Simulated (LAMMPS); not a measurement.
MD from the melt across the composition of CdTe (zinc blende) with a share x of Te sites Se; each row has its own temperature.

All values are model results, not measurements: classical MD, pair style sw, file CdTeZnSeHgS0.sw (LAMMPS).

```tsv
x	volume	state	enthalpy	T (K)
0.25	34.65 ± 0.03 Å³/atom	liquid	-1.545 ± 0.003 eV/atom	1320
0.5	33.34 ± 0.02 Å³/atom	liquid	-1.625 ± 0.005 eV/atom	1350
0.75	32.19 ± 0.08 Å³/atom	liquid	-1.685 ± 0.006 eV/atom	1390
```

Caution: enthalpy drifts during the constant-pressure average: a transition or slow ageing; fluctuation values are void.

Caution: a run this short can hold a crystal over, or a liquid under, the potential's own melting point, which these runs don't give.

Caution: the real compound melts congruently only under the pressure of its own vapour and loses its more volatile element when open.

States go by the mean squared displacement: a species diffuses where it passes 1.5 Å², still rises and gives D over 1e-6 cm²/s; a crystal has left its structure where atoms lie 0.35 Å off their sites on average or a cubic box changes its shape by 3 %, or the axial ratios of another lie 8 % off the starting cell's, which the potential's own relaxation can also do.

The ± values are statistical; the model's systematic error is not in them.
